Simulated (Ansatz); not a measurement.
We consider CuI (Cmcm, No. 63, 4 atoms in the cell; start mp-1007922; a measured phase of this formula has another space group), described by LDA in Ansatz (PAW).

Numerical settings: plane-wave cutoff 520 eV, 6×6×8 k mesh (along the axes of the cell as run), Fermi–Dirac smearing 0.01 eV, no spin polarisation, scalar-relativistic PAW data made under PBE.

Cell (relaxed at this level):

```yaml
crystal:
  lattice:
    - [3.33273, -3.46957, 0.00000]
    - [3.33273, 3.46957, 0.00000]
    - [0.00000, 0.00000, 4.25526]
  atoms:
    - { symbol: Cu, position: [0.41487, 0.58513, 0.75000] }
    - { symbol: Cu, position: [0.58513, 0.41487, 0.25000] }
    - { symbol: I, position: [0.78400, 0.21600, 0.75000] }
    - { symbol: I, position: [0.21600, 0.78400, 0.25000] }
```

Task: What does this level give for the band gap?

Result: 
band gap: 0.82 eV (on the SCF k mesh)

Note: the relaxation could not lower the start's symmetry, so the cell can be a saddle point above a distorted one.

Spin–orbit coupling is not included; with these elements it can move the gap by several tenths of an eV or more.

It cost very roughly 2.0 core-minutes of CPU time.

A start named mp-… is a Materials Project structure, which need not be a measured phase.

Ansatz is a first-principles code.
